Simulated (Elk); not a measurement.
```xyz
4
Lattice="3.5104 0.0000 0.0000 0.0000 3.5104 0.0000 0.0000 0.0000 3.5104" Properties=species:S:1:pos:R:3 pbc="T T T"
Fe     0.0000     0.0000     0.0000
Ni     0.0000     1.7552     1.7552
Ni     1.7552     0.0000     1.7552
Ni     1.7552     1.7552     0.0000
```
Moments meant for the start (each program seeds them in its own way; μB, in the order of the atoms Fe Ni Ni Ni): 4.0 2.0 2.0 2.0.

Method: LDA (PW92), all-electron FP-LAPW, Elk's shipped species files, default APW+lo basis (Elk 10.2.4).

The set-up and first iterations of an Elk log for FeNi3 (Pm-3m, 4 atoms in the cell):

```
│ Elk code version 10.2.4 │

All units are atomic (Hartree, Bohr, etc.)

│ Ground-state run starting from atomic densities │

Lattice vectors :
   6.633732382       0.000000000       0.000000000
   0.000000000       6.633732382       0.000000000
   0.000000000       0.000000000       6.633732382

Unit cell volume      :    291.9267160
Brillouin zone volume :   0.8497002838

Muffin-tin inner radius fraction :   0.1000000000E-01

Nuclei treated as point charges

Species :    1 (Fe)
 parameters loaded from : Fe.in
 name : iron
 nuclear charge    :   -26.00000000
 electronic charge :    26.00000000
 atomic mass :    101799.2074
 muffin-tin radius :    2.208000000
 number of radial points in muffin-tin :    497
 atomic positions (lattice), magnetic fields (Cartesian) :
   1 :   0.00000000  0.00000000  0.00000000    0.00000000  0.00000000 -1.00000000

Species :    2 (Ni)
 parameters loaded from : Ni.in
 name : nickel
   [... lines left out ...]

Muffin-tin radius times maximum |G+k| :    7.000000000
 using average radius
Maximum |G+k| for APW functions       :    3.170289855
Maximum (1/2)|G+k|²                   :    5.025368883
Maximum |G| for potential and density :    12.00000000
 potential will be trimmed for |G| > 2 gkmax
Constant for pseudocharge density :    7
Radial integration step length :    4

G-vector grid sizes :     27    27    27
Number of G-vectors :     8409

Maximum angular momentum used for
 APW functions                      :    8
 outer part of muffin-tin           :    6
 inner part of muffin-tin           :    1

Total nuclear charge    :   -110.0000000
Total core charge       :    46.00000000
Total valence charge    :    64.00000000
Total excess charge     :    0.000000000
Total electronic charge :    110.0000000

Effective Wigner radius, rₛ :   0.8588767553

Number of empty states         :   16
Total number of valence states :   96
Total number of core states    :   46

Total number of local-orbitals :   69

Exchange-correlation functional :      3     0     0
 Perdew-Wang/Ceperley-Alder, Phys. Rev. B 45, 13244 (1992)
 gradient requirement :    0
 local density approximation (LDA)

Smearing type :    3
 Fermi-Dirac
Smearing width :   0.3674930000E-02
Effective electronic temperature (K) :    1160.451112

Mixing type :    3
 Broyden mixing, J. Phys. A: Math. Gen. 17, L317 (1984)

Kohn-Sham potential initialised from atomic data
│ Self-consistent loop started │
│ Loop number : 1 │
 total energy                :     -5826.20544791
 total moment                :    5.978710024
│ Loop number : 2 │
 total energy                :     -5826.50993192
 total moment                :    5.973522148
RMS change in Kohn-Sham potential (target) :   0.2627995468     (  0.1000000000E-05)
Absolute change in total energy (target)   :   0.3044840053     (  0.1000000000E-03)
│ Loop number : 3 │
 total energy                :     -5826.64388808
 total moment                :    5.946417293
RMS change in Kohn-Sham potential (target) :   0.2636628679     (  0.1000000000E-05)
Absolute change in total energy (target)   :   0.2100771591     (  0.1000000000E-03)
│ Loop number : 4 │
 total energy                :     -5826.12846544
 total moment                :    5.941565146
RMS change in Kohn-Sham potential (target) :   0.2575811432     (  0.1000000000E-05)
Absolute change in total energy (target)   :   0.4629033464     (  0.1000000000E-03)
│ Loop number : 5 │
 total energy                :     -5826.37244134
 total moment                :    5.798464141
RMS change in Kohn-Sham potential (target) :   0.2369103437     (  0.1000000000E-05)
Absolute change in total energy (target)   :   0.1282500664     (  0.1000000000E-03)
│ Loop number : 6 │
 total energy                :     -5826.03783437
 total moment                :    5.015781619
RMS change in Kohn-Sham potential (target) :   0.1212062093     (  0.1000000000E-05)
   [... lines left out ...]
```

Will this run converge, and how will it end?

The run converged in 26 iterations. Convergence of the loop says nothing yet on basis, mesh or lower states. It ends on: free energy E − TS -158527.0633 eV; Fermi level (on the code's own zero) 8.39 eV; size of the cell's spin moment 4.74 μB; site moments (μB, in the program's spheres or projections) Fe 2.77, Ni 0.66, Ni 0.66, Ni 0.66. The log goes on:

```
RMS change in Kohn-Sham potential (target) :   0.3105449179E-03 (  0.1000000000E-05)
Absolute change in total energy (target)   :   0.6386250417E-02 (  0.1000000000E-03)
   [... lines left out ...]
Absolute change in total energy (target)   :   0.1112683503E-03 (  0.1000000000E-03)
│ Loop number : 24 │
 total energy                :     -5825.76214386
 total moment                :    4.735078252
RMS change in Kohn-Sham potential (target) :   0.1585974208E-05 (  0.1000000000E-05)
Absolute change in total energy (target)   :   0.5843972758E-04 (  0.1000000000E-03)
│ Loop number : 25 │
 total energy                :     -5825.76210524
 total moment                :    4.735071165
RMS change in Kohn-Sham potential (target) :   0.1362776338E-06 (  0.1000000000E-05)
Absolute change in total energy (target)   :   0.2401028723E-04 (  0.1000000000E-03)
Convergence targets achieved

│ Loop number : 26 │

Energies :
 Fermi                       :     0.308469875428
 xc effective B-field        :    -0.172096670727
 external B-field            :      0.00000000000
 total energy                :     -5825.76212160
 (external B-field energy excluded from total)

Density of states at Fermi energy :    86.55921165
 (states/Hartree/unit cell)

Estimated indirect band gap :   0.2083313580E-02
 from k-point     13 to k-point     18
Estimated direct band gap   :   0.9903022933E-02
 at k-point      5

Charges :
 core                        :    46.00000000
 valence                     :    64.00000000
 interstitial                :    4.528796818
 muffin-tins (core leakage)
  species :    1 (Fe)
   atom    1                 :    24.61446538     (  0.5600853115E-11)
  species :    2 (Ni)
   atom    1                 :    26.95224593     (  0.8072543131E-03)
   [... lines left out ...]
 total charge                :    110.0000000
 error                       :   0.1105358108E-01

Moments :
 interstitial                :  -0.3346784346E-01
 muffin-tins
  species :    1 (Fe)
   atom    1                 :    2.774657556
  species :    2 (Ni)
   atom    1                 :   0.6646283551
   atom    2                 :   0.6646283551
   atom    3                 :   0.6646283551
 total in muffin-tins        :    4.768542621
 total moment                :    4.735074778

│ Self-consistent loop stopped │
```

For comparison: a first run (DFT, PBE, all-electron FP-LAPW, Elk's shipped species files, default APW+lo basis) was changed to give this one (xctype: 20 → default), and from it to this one the size of the net moment goes from 1.21 to 1.18 μB/atom.

The starting cell comes from a database of computed structures (which also holds hypothetical and non-ambient phases and stackings), without a prior relaxation at this level. The magnetic order is the one reached from the typed start; others were not searched systematically. Values depend on the basis (sphere radii, cutoffs, local orbitals), which need not be converged. The log's line on a gap gives a spacing of levels on this mesh, which the program prints for metals too.

The run was DFT, LDA (PW92), all-electron FP-LAPW, Elk's shipped species files, default APW+lo basis. Main settings of its input:

- spinpol: true
- swidth: 0.00367493 Ha
- ngridk: 6 6 6
- reducebf: 0.7
- rmtscf: 0.92
- maxscl: 100
- bfcmt: [[0.0, 0.0, -1.0], [0.0, 0.0, -0.5], [0.0, 0.0, -0.5], [0.0, 0.0, -0.5]]
